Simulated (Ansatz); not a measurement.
Start from HfO2 in the fluorite structure (space group Fm-3m, No. 225; a = 5.0010 Å).

Level of theory: LDA (Ansatz, a program for electronic structure), no SOC.

Base values:

Volume per atom: 10.42 Å³
Hole mass: 0.28 mₑ along k, 3.0 mₑ across (at X)
Gap character: direct at X
Width of the top valence band: 1.90 eV

One thing is altered: a hydrostatic pressure of 0.9 GPa.

### Question
What does the calculation give for the volume per atom after the change?

### Answer
The volume per atom drops by 0.03 Å³ to 10.39 Å³.

### Question
What does the calculation give for the hole mass after the change?

### Answer
The hole mass becomes 0.28 mₑ along k, 2.9 mₑ across (at X) (base: 0.28 mₑ along k, 3.0 mₑ across (at X)).

### Question
Estimate the effect on the gap character.

### Answer
The gap character remains direct at X.

### Question
Estimate the effect on the width of the top valence band.

### Answer
The width of the top valence band stays essentially unchanged (1.90 eV against 1.91 eV).

With Hf present, leaving out spin-orbit coupling can change the band edges. Load acts through the strain it causes; cell and atoms are relaxed under it. Effective masses come from finite differences of ±0.01 Å⁻¹. Along k means along the line from Γ to the band edge. No phonon test of stability was made. This is not the structure that HfO2 has at room temperature and ambient pressure.
